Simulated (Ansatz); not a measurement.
The starting structures come from a database of crystals and need not be the phases stable at ambient conditions.

Inside the gap of an insulator the Bloch states are evanescent, with a wavenumber k + iκ along the transport direction.

Consider the following.

```
WN2
1.0
    5.86861     0.00000     0.00000
   -2.93431     5.08237     0.00000
    0.00000     0.00000     6.46355
W N
3 6
Direct
  0.50195   0.50195   0.66667
  0.49805   0.00000   0.00000
  0.00000   0.49805   0.33333
  0.21542   0.42376   0.49739
  0.57624   0.79166   0.83072
  0.20834   0.78458   0.16406
  0.79166   0.57624   0.50261
  0.78458   0.20834   0.16928
  0.42376   0.21542   0.83594
```

Space group of this cell: P3_121. The cell is taken as given; by PBEsol its mean pressure is -4.1 GPa.

Transport runs along the normal of the first two printed cell vectors, the (001) plane of the conventional cell.

The gap is the functional's own. No spin-orbit coupling. Mid-gap values are interpolated on the energy grid.

Question: Compute, with PBEsol run with Ansatz (an electronic-structure program), the band gap and the smallest decay constant κ at mid-gap.

Answer: Gap 0.81 eV on a 6×6×6 mesh; κ = 0.095 1/Å, at the zone centre.
